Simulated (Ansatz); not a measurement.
## Carrier doping in SnSe2

Base system: SnSe₂ in the CdI2 type structure (space group P-3m1, No. 164; a = 3.8403 Å, c = 6.0057 Å; layered, stacked along the Cartesian z axis).

Carriers are added at fixed cell with a uniform background; the Fermi–Dirac width is that of 300 K.

All numbers come from PBE-D3(BJ) (Ansatz, a first-principles code; PAW; 420 eV plane waves; no spin-orbit coupling).

Candidates:
(a) electrons 1.0×10^22 cm⁻³
(b) holes 5.0×10^21 cm⁻³
(c) holes 7.0×10^21 cm⁻³
(d) electrons 5.0×10^21 cm⁻³

Task: Order them by largest internal atomic displacement, lowest first.

Result: (b) holes 5.0×10^21 cm⁻³ (0.024 Å), (c) holes 7.0×10^21 cm⁻³ (0.036 Å), (d) electrons 5.0×10^21 cm⁻³ (0.051 Å), (a) electrons 1.0×10^22 cm⁻³ (0.097 Å)

Charged cell with a jellium background: band edges are those of the host's band count, energies are not comparable with the neutral cell, and many-body gap narrowing is missing. No phonon test of stability was made. All final runs are without spin polarisation.
